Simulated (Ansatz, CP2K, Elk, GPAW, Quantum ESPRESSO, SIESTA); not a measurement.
# a sheet of PtSe2 (3 atoms in the cell) computed with different codes at matched settings

Self-consistent single point.

```
PtSe2
1.0
    3.60789     0.00000     0.00000
   -1.80394     3.12452     0.00000
    0.00000     0.00000    16.98204
Pt Se
1 2
Direct
  0.00000   0.00000   0.50000
  0.33333   0.66667   0.58780
  0.66667   0.33333   0.41220
```

All programs got the same cell, k-point mesh and kind of occupations (in Ansatz's words: kpoints.mp_grid.grid = 7 7 1; scf.occupations.method = gaussian; scf.occupations.width = 0.1 eV); potentials, basis and cutoffs are each program's usual ones.

| code | model | largest force (eV/Å) | gap on the mesh (eV) | k-points | cutoff |
|---|---|---|---|---|---|
| Quantum ESPRESSO | PBE, SSSP 1.1.2 efficiency (PBE) pseudopotentials | 1.113 | 0.932 | 8 | 40 Ry |
| CP2K | PBE, GPW, DZVP-MOLOPT-SR-GTH basis, GTH-PBE potentials (GTH_POTENTIALS) | 1.001 | 0.984 | 25 | grid 500 Ry |
| Elk | PBE, all-electron FP-LAPW, Elk's shipped species files, APW+lo basis with extra local orbitals | – | 0.959 | 8 | rgkmax 8 |
| Ansatz | PBE, PAW files | 1.102 | 0.937 | 8 | 420 eV |
| GPAW | PBE, GPAW PAW datasets PBE (gpaw-data 1.0.1) | 1.083 | – | 8 | 600 eV |
| SIESTA | GGA PBE, numerical atomic orbitals TZP, PseudoDojo PBE standard norm-conserving potentials (rewritten from UPF to PSML) | 0.586 | 0.972 | 25 | grid 300 Ry |

A dash marks a value that a program does not give, or that is left out as unsure.

No gap is tabulated for GPAW: it is not read from that output, or partly filled or unconverged empty levels leave it unsure.

Gaps are read on the mesh. Another mesh or the band path gives a smaller gap, so these values are not converged in the mesh.

The spread over the programs that give each value: largest force within 0.527 eV/Å; gap on the mesh within 0.052 eV.

The starting cell was generated: these elements placed on a structure prototype, without a prior relaxation; it need not be a known phase or ordering of this composition. Its lattice was rescaled in the plane by a random factor within 2.5 % of one. On Ansatz's run: Spin-orbit coupling is off. In the base run, forces exceed 1 eV/Å. Another mesh or the band path of this cell gives a smaller gap, so this value is not converged in the mesh.

Problem. Why do the programs differ, and what cannot be compared?

Solution. Differences of this kind can come from the potentials, where these differ, and from what each basis and cutoff leave unconverged. The valence holds different numbers of electrons (Quantum ESPRESSO 28, CP2K 30, Ansatz (a first-principles code) 50, GPAW 28, SIESTA 50). The zero of total energies and Fermi levels follows the potentials and each program's conventions, so they are not compared here. CP2K and SIESTA use small atom-centred bases, whose incompleteness enters pressures, forces and empty levels differently from a plane-wave cutoff. Elk treats all electrons, but the usual bases taken here (sphere radii, linearisation, local orbitals, empty states) were not tested for convergence, so the values are no reference for the others. The programs reduce the same mesh by symmetry to different extents, which changes the work and not the result. In the force vectors, CP2K (by 0.101) and SIESTA (by 0.516) lie more than 0.08 eV/Å from the median of the plane-wave programs.

Left out of this page: ABINIT (stopped by limits of time or memory); FLEUR (with a known weakness of the program).

Keys are those of Ansatz 0.2.
